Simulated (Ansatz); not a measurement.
Input:

```yaml
crystal:
  lattice:
    - [0.00000, 2.86224, 2.86224]
    - [2.86224, 0.00000, 2.86224]
    - [2.86224, 2.86224, 0.00000]
  atoms:
    - { symbol: Ca, position: [0.00000, 0.00000, 0.00000] }
```

No spin polarisation.

Calculations: Ansatz (a first-principles code) r2SCAN, scalar-relativistic without spin-orbit coupling, earlier PAW set. Γ-centred 20×20×20 mesh, Fermi–Dirac width 0.1 eV.

Question: Predict the pressure, band gap and space group.

Answer: 
```json
{
 "pressure": "-1.3 GPa",
 "band_gap": "zero",
 "space_group": "Fm-3m (No. 225)"
}
```

The cells carry an imposed strain or load. No phonon test of stability was made. The cell was made from Ca in the fcc (Cu type) structure (space group Fm-3m, No. 225) by this change: isotropic strain +2.80 %.
